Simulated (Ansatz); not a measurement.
# Ta2O5 (model structure, C2/c, No. 15, 14 atoms in the cell)

Method: r²SCAN+SOC in Ansatz (plane waves, PAW).

Run with plane-wave cutoff 560 eV, 6×6×6 k mesh, Fermi–Dirac smearing 0.01 eV, PAW data made under PBE.

Cell (relaxed with PBEsol):

```
CELL_PARAMETERS angstrom
      6.40871    -2.43432     0.08702
      6.40871     2.43432     0.08702
     -1.38023     0.00000     5.34988
ATOMIC_POSITIONS crystal
  Ta 0.89519 0.38594 0.76758
  Ta 0.61406 0.10481 0.73242
  Ta 0.10481 0.61406 0.23242
  Ta 0.38594 0.89519 0.26758
  O  0.33645 0.44201 0.52241
  O  0.55799 0.66355 0.97759
  O  0.66355 0.55799 0.47759
  O  0.44201 0.33645 0.02241
  O  0.86568 0.72401 0.87197
  O  0.27599 0.13432 0.62803
  O  0.13432 0.27599 0.12803
  O  0.72401 0.86568 0.37197
  O  0.89694 0.10306 0.75000
  O  0.10306 0.89694 0.25000
```

```yaml
band_gap: 3.62 eV (indirect)
smallest_direct_gap_on_the_k_points_sampled: 3.83 eV
direct gap at Γ: 3.92 eV
```

Note: the relaxation could raise the start's symmetry but not lower it, so the cell can be a saddle point; cell and atoms aren't relaxed at this level (largest force component 0.14 eV/Å).

The computed numbers hold no vibrational or temperature effects.

Computing time: around 14 core-minutes (rough).

A model structure was made by putting elements into a prototype or built by hand; it is no filed structure, need not be a known phase, and can be a saddle point held by its symmetry.

Ansatz is a first-principles code.
